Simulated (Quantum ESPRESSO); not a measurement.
Worked example: self-consistent single point of Sn₂Ir (P1, 3 atoms in the cell) in Quantum ESPRESSO.

Method of the run: PBEsol, SSSP 1.1.2 efficiency (PBE) pseudopotentials (plane waves; Quantum ESPRESSO 7.5).

The change in words: lattice scaled by 0.985. Reference geometry:
```yaml
crystal:
  lattice:
    - [0.00000, 3.16900, 3.16900]
    - [3.16900, 0.00000, 3.16900]
    - [3.16900, 3.16900, 0.00000]
  atoms:
    - { symbol: Ir, position: [0.00132, 0.00823, 0.98637] }
    - { symbol: Sn, position: [0.26079, 0.23951, 0.25254] }
    - { symbol: Sn, position: [0.73789, 0.75226, 0.76109] }
```

Reference input (self-consistent single point, DFT, PBEsol, plane waves, SSSP 1.1.2 efficiency (PBE) pseudopotentials): ecutwfc = 40 Ry; ecutrho = 320 Ry; occupations = smearing; smearing = marzari-vanderbilt; degauss = 0.0073499 Ry; input_dft = pbesol; potentials = {Ir: Ir_pbe_v1.2.uspp.F.UPF, Sn: Sn_pbe_v1.uspp.F.UPF}; K_POINTS = automatic 7 7 7 0 0 0; conv_thr = 1e-11 Ry. This run's input differs from it in these lines:

```diff
@@ -10,3 +10,3 @@
  ibrav = 0,
- celldm(1) = 8.469077441,
+ celldm(1) = 8.342041279,
  nat = 3,
@@ -27,5 +27,5 @@
 ATOMIC_POSITIONS {angstrom}
-Ir   -0.017096755   -0.039007221    0.030257612
-Sn    1.559281098    1.626742770    1.585450700
-Sn    4.795818826    4.750264451    4.722294857
+Ir   -0.016840304   -0.038422113    0.029803748
+Sn    1.535891882    1.602341628    1.561668940
+Sn    4.723881544    4.679010484    4.651460434
 K_POINTS {automatic}
```

The program printed (abridged):

```
     Self-consistent Calculation

     iteration #  1     ecut=    40.00 Ry     beta= 0.70

     negative rho (up, down):  2.837E-01 0.000E+00

     total energy              =    -505.24208703 Ry
     estimated scf accuracy    <       4.12540344 Ry

     iteration #  2     ecut=    40.00 Ry     beta= 0.70

     negative rho (up, down):  3.281E-01 0.000E+00

     total energy              =    -506.11647501 Ry
     estimated scf accuracy    <       5.73555520 Ry

     iteration #  3     ecut=    40.00 Ry     beta= 0.70

     negative rho (up, down):  3.216E-01 0.000E+00

     total energy              =    -507.13947974 Ry
     estimated scf accuracy    <       0.08806857 Ry

   [... 7 blocks of this kind left out ...]

     iteration # 11     ecut=    40.00 Ry     beta= 0.70

     negative rho (up, down):  3.208E-01 0.000E+00

     total energy              =    -507.16167008 Ry
     estimated scf accuracy    <          1.8E-11 Ry

     iteration # 12     ecut=    40.00 Ry     beta= 0.70

     negative rho (up, down):  3.208E-01 0.000E+00
     End of self-consistent calculation

     Number of k-points >= 100: set verbosity='high' to print the bands.

     the Fermi energy is    15.3934 ev

!    total energy              =    -507.16167008 Ry
     estimated scf accuracy    <          3.4E-13 Ry
     smearing contrib. (-TS)   =       0.00001862 Ry
     internal energy E=F+TS    =    -507.16168871 Ry

     convergence has been achieved in  12 iterations

     negative rho (up, down):  3.208E-01 0.000E+00

     Forces acting on atoms (cartesian axes, Ry/au):

     atom    1 type  1   force =     0.01091474    0.02119176   -0.01681229
     atom    2 type  2   force =     0.00975845   -0.02333382    0.00064465
     atom    3 type  2   force =    -0.02067319    0.00214206    0.01616763

     Total force =     0.046737     Total SCF correction =     0.000004

     negative rho (up, down):  3.208E-01 0.000E+00
          total   stress  (Ry/bohr**3)                   (kbar)     P=       75.25
   0.00052603  -0.00004486  -0.00008669           77.38       -6.60      -12.75
  -0.00004486   0.00050518   0.00008919           -6.60       74.31       13.12
  -0.00008669   0.00008919   0.00050335          -12.75       13.12       74.05

   JOB DONE.
```

The run converged in 12 iterations. Against the reference run the free energy rises by 24.4 meV/atom, the pressure goes from 0.63 to 7.52 GPa and the largest force goes from 0.604 to 0.750 eV/Å.

The starting cell comes from a database of published, mostly measured structures (it also holds non-ambient and calculated ones), without a prior relaxation at this level. Its atoms were displaced at random from the sites of space group no. 225. For this run, on top of that: lattice scaled by 0.985. Spin polarisation is off.

Cost on one core of a shared machine: roughly 4 min.
